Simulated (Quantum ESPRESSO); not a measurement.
A dielectric-response calculation of CsH₃O₂ (Amm2, 6 atoms in the cell) with Quantum ESPRESSO.

Computed with LDA (PZ), GBRV 1.5 ultrasoft (LDA) pseudopotentials (plane waves; Quantum ESPRESSO 7.5).

```yaml
crystal:
  lattice:
    - [4.31526, 0.00000, 0.00000]
    - [0.00000, 2.24645, 4.08512]
    - [0.00000, -2.24645, 4.08512]
  atoms:
    - { symbol: Cs, position: [0.00000, 0.98533, 0.98533] }
    - { symbol: H, position: [0.50000, 0.55847, 0.55847] }
    - { symbol: H, position: [0.50000, 0.07118, 0.45270] }
    - { symbol: H, position: [0.50000, 0.45270, 0.07118] }
    - { symbol: O, position: [0.50000, 0.67951, 0.67951] }
    - { symbol: O, position: [0.50000, 0.33406, 0.33406] }
```

Reference input (self-consistent single point, DFT, LDA (PZ), plane waves, GBRV 1.5 ultrasoft (LDA) pseudopotentials): ecutwfc = 40 Ry; ecutrho = 200 Ry; occupations = smearing; smearing = gaussian; degauss = 0.0036749 Ry; potentials = {Cs: cs_lda_v1.uspp.F.UPF, H: h_lda_v1.4.uspp.F.UPF, O: o_lda_v1.2.uspp.F.UPF}; K_POINTS = automatic 4 4 4 0 0 0; conv_thr = 1e-09 Ry; mixing_beta = 0.7. This run's input differs from it in these lines:

```diff
@@ -14,5 +14,4 @@
  ecutrho = 200
- occupations = 'smearing'
- smearing = 'gaussian'
- degauss = 0.0036749
+ occupations = 'fixed'
+ nbnd = 20
 /
@@ -34,3 +33,3 @@
 K_POINTS {automatic}
-4 4 4  0 0 0
+6 6 6  0 0 0
 CELL_PARAMETERS {angstrom}
```

Step 2 (ph.x):

```fortran
phonons at the zone centre
&INPUTPH
 prefix = 'pwscf'
 outdir = './tmp/'
 tr2_ph = 1.0d-14
 trans = .false.
 epsil = .true.
 zeu = .true.
/
0.0 0.0 0.0
```

The program printed (abridged):

Output of step 1:

```
     Self-consistent Calculation

     iteration #  1     ecut=    40.00 Ry     beta= 0.70

     total energy              =    -130.96287217 Ry
     estimated scf accuracy    <       0.79765706 Ry

     iteration #  2     ecut=    40.00 Ry     beta= 0.70

     total energy              =    -131.08772056 Ry
     estimated scf accuracy    <       1.08647100 Ry

     iteration #  3     ecut=    40.00 Ry     beta= 0.70

     total energy              =    -131.31620090 Ry
     estimated scf accuracy    <       0.02143686 Ry

   [... 5 blocks of this kind left out ...]

     iteration #  9     ecut=    40.00 Ry     beta= 0.70

     total energy              =    -131.32063209 Ry
     estimated scf accuracy    <          1.7E-09 Ry

     iteration # 10     ecut=    40.00 Ry     beta= 0.70
     End of self-consistent calculation

     highest occupied, lowest unoccupied level (ev):     2.6550    6.5326

!    total energy              =    -131.32063209 Ry
     estimated scf accuracy    <          4.7E-11 Ry

     convergence has been achieved in  10 iterations

     Forces acting on atoms (cartesian axes, Ry/au):

     atom    1 type  1   force =     0.00000000    0.00000000   -0.00372581
     atom    2 type  2   force =     0.00000000    0.00000000   -0.01991960
     atom    3 type  2   force =     0.00000000   -0.01394940   -0.00729205
     atom    4 type  2   force =     0.00000000    0.01394940   -0.00729205
     atom    5 type  3   force =     0.00000000    0.00000000    0.02402105
     atom    6 type  3   force =     0.00000000    0.00000000    0.01420845

     Total force =     0.041050     Total SCF correction =     0.000006

          total   stress  (Ry/bohr**3)                   (kbar)     P=      -30.30
  -0.00017878  -0.00000000   0.00000000          -26.30       -0.00        0.00
  -0.00000000  -0.00024648  -0.00000000           -0.00      -36.26       -0.00
   0.00000000   0.00000000  -0.00019274            0.00        0.00      -28.35

   JOB DONE.
```

Output of step 2:

```
     Reading xml data from directory:

     ./tmp/pwscf.save/

     G-vector sticks info
     --------------------
     sticks:   dense  smooth     PW     G-vecs:    dense   smooth      PW
     Sum        1139     919    281                25521    18243    3167

     Reading collected, re-writing distributed wavefunctions in ./tmp/

     Number and degeneracy of irreps per q-point
       N         xq(1)         xq(2)         xq(3)   N irreps
       1   0.000000000   0.000000000   0.000000000      18
     No degeneracy

     Calculation of q =    0.0000000   0.0000000   0.0000000

     phonons at the zone centre

     bravais-lattice index     =            0
     lattice parameter (alat)  =       8.1547  a.u.
     unit-cell volume          =     534.4851 (a.u.)^3
     number of atoms/cell      =            6
     number of atomic types    =            3
     kinetic-energy cut-off    =      40.0000  Ry
     charge density cut-off    =     200.0000  Ry
     convergence threshold     =      1.0E-14
     beta                      =       0.7000
     number of iterations used =            4
     Exchange-correlation= PZ
   [... lines left out ...]

     Representation     5      1 modes -  To be done

     Representation     6      1 modes -  To be done

     Representation     7      1 modes -  To be done

     Representation     8      1 modes -  To be done

     Representation     9      1 modes -  To be done

     Representation    10      1 modes -  To be done

     Representation    11      1 modes -  To be done

     Representation    12      1 modes -  To be done

     Representation    13      1 modes -  To be done

     Representation    14      1 modes -  To be done

     Representation    15      1 modes -  To be done

     Representation    16      1 modes -  To be done

     Representation    17      1 modes -  To be done

     Representation    18      1 modes -  To be done
     Electric Fields Calculation

      iter #   1   av.it.:   6.9
      thresh= 1.000E-02 alpha_mix =  0.700 |ddv_scf|^2 =  8.586E-08

      iter #   2   av.it.:  13.1
      thresh= 2.930E-05 alpha_mix =  0.700 |ddv_scf|^2 =  1.156E-08

   [... 5 blocks of this kind left out ...]

      iter #   8   av.it.:  12.9
      thresh= 1.888E-08 alpha_mix =  0.700 |ddv_scf|^2 =  9.501E-16

     End of electric fields calculation
          Dielectric constant in cartesian axis

          (       2.582427612       0.000000000       0.000000000 )
          (       0.000000000       2.758971626       0.000000000 )
          (       0.000000000      -0.000000000       2.604354615 )

          Effective charges (d Force / dE) in cartesian axis without acoustic sum rule applied (asr)

           atom    1  Cs    Mean Z*:        1.33101
      Ex  (        1.34268        0.00000        0.00000 )
      Ey  (        0.00000        1.30790        0.00000 )
      Ez  (        0.00000        0.00000        1.34246 )
           atom    2  H     Mean Z*:        0.45771
      Ex  (        0.29638        0.00000        0.00000 )
      Ey  (        0.00000        0.18657        0.00000 )
      Ez  (        0.00000        0.00000        0.89018 )
           atom    3  H     Mean Z*:        0.74867
      Ex  (        0.28576        0.00000        0.00000 )
      Ey  (        0.00000        1.44394        0.71587 )
      Ez  (        0.00000        0.67113        0.51631 )
           atom    4  H     Mean Z*:        0.74867
      Ex  (        0.28576        0.00000        0.00000 )
      Ey  (        0.00000        1.44394       -0.71587 )
      Ez  (        0.00000       -0.67113        0.51631 )
   [... lines left out ...]
      E*x (        0.28533        0.00000        0.00000 )
      E*y (        0.00000        1.44358        0.71587 )
      E*z (        0.00000        0.67113        0.51604 )
           atom    4  H     Mean Z*:        0.74832
      E*x (        0.28533        0.00000        0.00000 )
      E*y (        0.00000        1.44358       -0.71587 )
      E*z (        0.00000       -0.67113        0.51604 )
           atom    5  O     Mean Z*:       -1.66631
      E*x (       -1.20663       -0.00000       -0.00000 )
      E*y (        0.00000       -2.07437       -0.00000 )
      E*z (        0.00000        0.00000       -1.71793 )
           atom    6  O     Mean Z*:       -1.61834
      E*x (       -1.00223        0.00000        0.00000 )
      E*y (        0.00000       -2.30654        0.00000 )
      E*z (        0.00000        0.00000       -1.54625 )
   JOB DONE.
```

The run converged in 10 iterations. 

Summary of the result:
- Free energy E − TS = -1786.7082 eV
- Top of the valence band (on the code's own zero) = 2.65 eV
- Gap on the k-point mesh = 3.88 eV
- Pressure = -3.03 GPa
- Largest force (vector length) = 0.618 eV/Å
- ε∞ at this k-point mesh, which may be far from converged in small-gap cells (xx, yy, zz) = 2.58, 2.76, 2.60
- Born charges at this mesh (mean of the diagonal, e) = Cs 1.33, H 0.46, H 0.75, H 0.75, O -1.67, O -1.62

The starting cell comes from a database of computed structures (which also holds hypothetical and non-ambient phases and stackings), without a prior relaxation at this level. Its lattice was rescaled by a random factor within 2.5 % of one. With a pressure of about -3 GPa the cell is away from its equilibrium volume at this level.
